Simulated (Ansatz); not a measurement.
The starting structures come from a database of crystals and need not be the phases stable at ambient conditions.

Input:

```yaml
crystal:
  lattice:
    - [4.55381, 0.00000, 0.00000]
    - [-2.27690, 3.94371, 0.00000]
    - [0.00000, 0.00000, 27.98877]
  atoms:
    - { symbol: Pb, position: [0.33333, 0.66667, 0.75023] }
    - { symbol: Pb, position: [0.66667, 0.33333, 0.25023] }
    - { symbol: Pb, position: [0.33333, 0.66667, 0.99976] }
    - { symbol: Pb, position: [0.66667, 0.33333, 0.49976] }
    - { symbol: I, position: [0.33333, 0.66667, 0.18263] }
    - { symbol: I, position: [0.66667, 0.33333, 0.68263] }
    - { symbol: I, position: [0.00000, 0.00000, 0.81786] }
    - { symbol: I, position: [0.00000, 0.00000, 0.31786] }
    - { symbol: I, position: [0.00000, 0.00000, 0.06738] }
    - { symbol: I, position: [0.00000, 0.00000, 0.56738] }
    - { symbol: I, position: [0.66667, 0.33333, 0.93213] }
    - { symbol: I, position: [0.33333, 0.66667, 0.43213] }
```

Space group of this cell: P6_3mc. The cell was relaxed by PBE-D3(BJ).

Transport runs along the normal of the first two printed cell vectors, the (001) plane of the conventional cell.

The gap is the functional's own, uncorrected, and κ follows it; spin-orbit coupling is left out. Mid-gap values are interpolated between the computed energies.

Task: Compute, with PBEsol (Ansatz, a quantum-chemistry and plane-wave program), the band gap and the smallest decay constant κ at mid-gap.

Result: Gap 2.09 eV on a 12×12×2 mesh; κ = 0.275 1/Å, at (0.500, 0.000) of the in-plane reciprocal vectors. At the zone centre, at the nearest computed energy, the slowest state has κ = 0.30 1/Å.
